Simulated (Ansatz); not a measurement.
**ZnSe: response to strain**

Base system: ZnSe in the zinc blende structure (space group F-43m, No. 216).

```
CELL_PARAMETERS angstrom
      0.00000     2.83278     2.83278
      2.83278     0.00000     2.83278
      2.83278     2.83278     0.00000
ATOMIC_POSITIONS crystal
  Zn 0.00000 0.00000 0.00000
  Se 0.25000 0.25000 0.25000
```

Strains are applied to the cell and any free atomic positions relax.

Calculations: Ansatz (a program for electronic structure) r2SCAN, without spin-orbit coupling.

Notes on the quantities. energy relative to the base: free energy F.

| isotropic strain (%) | energy relative to the base (meV/atom) |
|---|---|
| 0 | 0.0 |
| 0.5 | 1.0 |
| 1 | ? |
| 1.5 | 9.0 |
| 2 | 15.6 |
| 2.5 | 24.0 |
| 3 | 34.0 |

### Question
Fit ΔE = Aε² + Bε³ (ε in %) to the rows shown and predict the withheld row.

### Answer
Least squares on the printed values gives A = 4.17 and B = -0.13 meV/atom (largest residual 0.1 meV/atom); this predicts 4.0 meV/atom, and the run gives 4.1 meV/atom, in agreement.

No phonon test of stability was made.
